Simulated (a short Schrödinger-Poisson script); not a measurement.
System: symmetric double-gate stack, Si3N4 on p-type Si(100), at 300 K.

```csv
layer,material,thickness (nm),Na (cm⁻³)
1,Si3N4,5.4,-
2,Si,8,3e17
3,Si3N4,5.4,-
```

The device is made up for the run: typed textbook-type constants, with dimensions and the other settings drawn at random. Si3N4: permittivity 7.5, conduction-band edge (eV) 1.95, gap (eV) 5.1, electron mass (mₑ) 0.5. Si: permittivity 11.7, conduction-band edge (eV) 0, gap (eV) 1.124, Nv at 300 K (cm⁻³) 3.1e19.

Channel valleys (confinement mass, in-plane density-of-states mass, number): Δ2 0.916, 0.19, 2; Δ4 0.19, 0.417, 4. At the gates, both at one voltage, the conduction-band edge of layer 1 lies 2.23 eV − eVg above the Fermi level of the channel. Gaps are held at their typed values at every temperature. Mesh 0.03 nm at interfaces.

From a short Schrödinger-Poisson script (our own, NumPy): 1D Poisson equation in equilibrium, electrons quantum, Hartree (BenDaniel-Duke, 12 states a valley, the channel's in-plane mass for all, wave functions ending at the dielectric), parabolic valleys, classical holes, full ionisation, no traps, pinning or gate leakage.

The same stack at other levels of the model or other numerical settings:

```
run                                          sheet density of all electrons at Vg = 1.7 V (cm⁻²)  sheet density of all electrons at Vg = 0.5 V (cm⁻²)  capacitance of both gates at Vg = 1.7 V (μF/cm²)  rough cost against the base
-------------------------------------------  ---------------------------------------------------  ---------------------------------------------------  ------------------------------------------------  ---------------------------
base                                                                                     1.81e13                                              2.92e12                                              2.13                      about 1
electrons treated as classical, Boltzmann                                                2.05e13                                              3.46e12                                              2.37                         0.05
electrons treated as classical, Fermi-Dirac                                              2.01e13                                              3.43e12                                              2.28                          0.2
mesh six times as coarse                                                                 1.81e13                                              2.92e12                                              2.13                          0.3
```

The classical rows ignore confinement, and Boltzmann statistics overrate the density once the band edge passes the Fermi level.
